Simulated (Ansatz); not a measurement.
Consider InAs in the zinc blende structure (space group F-43m, No. 216; a = 6.187 Å).

All numbers come from PBE (Ansatz, a first-principles code; PAW; 420 eV plane waves; without spin-orbit coupling), earlier PAW set.

For the base:

| Property | Result |
|---|---|
| Pressure | 0.0 GPa |

One thing is altered: the cell is scaled by 1.0447 in all directions; the atoms relax in the strained cell.

**Question.** What does the calculation give for the energy relative to the base after the change?

**Answer.** The energy goes up by 68 meV/atom.

**Question.** Estimate the effect on the pressure.

**Answer.** The pressure goes from zero to -4.6 GPa.

Whether these cells are dynamically stable was not tested. All final runs are without spin polarisation.
